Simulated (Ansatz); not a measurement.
Take MoTe2 (space group Fm-3m, No. 225; a = 6.561 Å; a hypothetical phase, not in the database extracts checked) as the base.

Levels (all Ansatz, an electronic-structure program, PAW, earlier PAW set): PBEsol (420 eV, no spin-orbit coupling); r2SCAN (500 eV, no spin-orbit coupling).

The geometry is relaxed with PBEsol.

```
Property           Value
---------------  -------
PBEsol pressure  0.0 GPa
```

Problem. How does going to r2SCAN change the pressure?

Solution. The pressure goes from zero to 3.5 GPa.

Single points use the geometry relaxed with PBEsol. Their cutoffs differ, which shifts pressures a little. Stability against distortions was not tested. All final runs are without spin polarisation. MoTe2 has a high density of states at the Fermi level and may be magnetic at this level.
